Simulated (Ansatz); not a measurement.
Cr2C (P-3m1, No. 164, 3 atoms in the cell; start mp-1226378), treated with PBEsol (PAW; Ansatz, a quantum-chemistry and plane-wave program).

Numerical settings: plane-wave cutoff 520 eV, 24×24×14 k mesh (along the axes of the cell as run), Fermi–Dirac smearing 0.05 eV, no spin polarisation, scalar-relativistic PAW data made under PBE.

Cell (relaxed at this level):

Cr2C has the trigonal space group P-3m1 (No. 164), Pearson symbol hP3. Lattice parameters: a = b = 2.797 Å, c = 4.215 Å, α = β = 90.00°, γ = 120.00°. Cr on 2d is surrounded by 3 C at 1.935 Å and 12 Cr at 2.635–2.797 Å. C on 1b has 6 Cr at 1.935 Å (octahedral). (Neighbours: up to the widest gap in distance over summed covalent radii, below 1.35, at either atom; cation-cation and far metal-metal contacts left out.)

Task: Estimate the bulk modulus that the calculation returns.

Result: 
* **bulk modulus**: 272 GPa

Note: the run has no spin polarisation, so it can have missed a magnetic state; the bulk modulus is −V dP/dV from two relaxed cells at ±2 % in volume; the relaxation could not lower the start's symmetry, so the cell can be a saddle point above a distorted one.

Computed values are for the static lattice.

A start named mp-… is a Materials Project structure, which need not be a measured phase.
